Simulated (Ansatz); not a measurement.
Start from BN (space group P6_3/mmc, No. 194; layered, stacked along the Cartesian z axis).

```
CELL_PARAMETERS angstrom
      2.50059     0.00000     0.00000
     -1.25029     2.16557     0.00000
      0.00000     0.00000     6.52584
ATOMIC_POSITIONS crystal
  B  0.33333 0.66667 0.25000
  B  0.66667 0.33333 0.75000
  N  0.33333 0.66667 0.75000
  N  0.66667 0.33333 0.25000
```

Computed with r2SCAN+rVV10/PAW in Ansatz (a first-principles code), without spin-orbit coupling.

Carriers are added at fixed cell with a uniform background; the Fermi–Dirac width is that of 300 K.

One change was made to it. Results:

The Fermi level relative to the doped band's edge (positive inside the band; to 0.05 eV) amounts to +0.10 eV; the gap character remains indirect, k = (0.296, 0.296, 0) in the run's primitive reciprocal basis → M; the gap between the host's bands goes up by 0.065 eV (4.73 eV → 4.79 eV).

Q: What was done to the base?
A) electrons 2.0×10^21 cm⁻³
B) holes 2.0×10^21 cm⁻³
C) holes 5.0×10^21 cm⁻³

A: B, holes 2.0×10^21 cm⁻³. For comparison, the gap between the host's bands in the other runs: electrons 2.0×10^21 cm⁻³ gives 4.71 eV; holes 5.0×10^21 cm⁻³ gives 4.89 eV.

Carriers are added with a uniform compensating background; total energy and stress of such cells depend on the potential's zero and are not compared; many-body gap narrowing is missing at this level. Whether these cells are dynamically stable was not tested.
